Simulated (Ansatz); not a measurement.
**How far PBE and PBEsol part for hypothetical P4_2/mnm MgO, pressure 1.5 GPa**

Base system: MgO (space group P4_2/mnm, No. 136; a = 5.565 Å, c = 3.292 Å; a hypothetical phase, not in the database extracts checked).

(Cell as relaxed with PBE.)

Levels (all Ansatz, a first-principles code, PAW): PBE (420 eV, spin-orbit coupling left out); PBEsol (420 eV, spin-orbit coupling left out).

Each level relaxes its own structure.

```json
[
 {"base": "volume per atom", "PBE": "12.75 Å³", "PBEsol": "12.43 Å³"},
 {"base": "lattice parameter a", "PBE": "556.5 pm", "PBEsol": "551.0 pm"},
 {"base": "band gap", "PBE": "3.38 eV", "PBEsol": "3.36 eV"}
]
```

Now apply this change: a hydrostatic pressure of 1.5 GPa.

| quantity | PBE | PBEsol |
|---|---|---|
| smallest direct gap | 3.45 eV | 3.43 eV |
| volume per atom | 12.57 Å³ | 12.27 Å³ |
| band gap | 3.44 eV | 3.41 eV |

PBE's smallest direct gap lies 0.02 eV above PBEsol's; PBE's volume per atom lies 0.30 Å³ above PBEsol's (2.5 %); PBE's band gap lies 0.03 eV above PBEsol's. Neither level is exact; PBEsol is the comparison here, not a measurement.

Load acts through the strain it causes; cell and atoms are relaxed under it. Semilocal Kohn–Sham gaps tend to fall short of experiment. Stability against distortions was not tested.
